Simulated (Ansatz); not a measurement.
The starting structures come from a database of crystals and need not be the phases stable at ambient conditions.

## Evanescent states of LiNbO₃ (R-3, not sure to be the ambient phase, 10 atoms a cell, 11.7 Å³ an atom, -9 GPa at this level) along the normal of (001)

Method: r2SCAN (plane waves, PAW; Ansatz, an electronic-structure program).

No gap correction and no spin-orbit coupling; mid-gap values are interpolated between computed energies.

Energies count from the valence-band top; κ is the least over a 12×12 mesh across the current.

| E (eV) | κ (1/Å) | where |
|---|---|---|
| 0.10 | 0.235 | off Γ |
| 0.30 | 0.320 | Γ |
| 0.50 | 0.354 | Γ |
| 0.70 | 0.383 | Γ |
| 0.90 | 0.406 | Γ |
| 1.10 | 0.426 | Γ |
| 1.30 | 0.444 | Γ |
| 1.50 | 0.459 | Γ |
| 1.70 | 0.471 | Γ |
| 1.90 | 0.482 | Γ |
| 2.10 | 0.491 | Γ |
| 2.30 | 0.499 | Γ |
| 2.50 | 0.505 | Γ |
| 2.70 | 0.510 | Γ |
| 2.90 | 0.514 | Γ |
| 3.10 | 0.517 | Γ |
| 3.30 | 0.518 | Γ |
| 3.50 | 0.519 | Γ |
| 3.70 | 0.518 | Γ |
| 3.90 | 0.474 | off Γ |
| 4.10 | 0.382 | off Γ |

Q: How thick must the barrier be to attenuate the transmission by 10^4 when the electrodes' Fermi level lies at 2.10 eV, and what attenuation does that film give at 0.10 eV?

A: d = 4 ln 10 / (2 × 0.491) = 9.4 Å. At 0.10 eV it gives 4 × 0.235/0.491 = 1.9 decades.
